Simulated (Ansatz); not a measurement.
# What uniaxial strain ε_zz = +2.00 % does to Zr

Take Zr in the hcp (Mg type) structure (space group P6_3/mmc, No. 194; a = 3.244 Å, c = 5.158 Å; relaxed with 0.1 eV smearing) as the base. Axes: x lies along a and z along c of the hexagonal cell.

The change: the cell is stretched by 2.00 % along z with no lateral relaxation; the atoms relax in the strained cell.

The values are results of r2SCAN (Ansatz, a first-principles code), spin-orbit coupling left out, not measurements. k-mesh 20×20×11 (Γ-centred); smearing 0.1 eV (Fermi–Dirac).

The volume per atom goes up by 0.47 Å³ to 23.98 Å³ and the space group is still P6_3/mmc (No. 194). The energy rises by 4.7 meV/atom and the pressure (mean of the normal stresses, compression positive) goes from zero to -1.9 GPa. The band gap remains zero and the stress (xx, yy, zz, yz, xz, xy; compression positive) is (-1.2, -1.2, -3.2, 0.0, 0.0, 0.0) GPa.

Cost of the whole job for the changed cell (relaxation, final SCF and bands): around 50 core-seconds (rough).

Stability against distortions was not tested. All final runs are without spin polarisation.
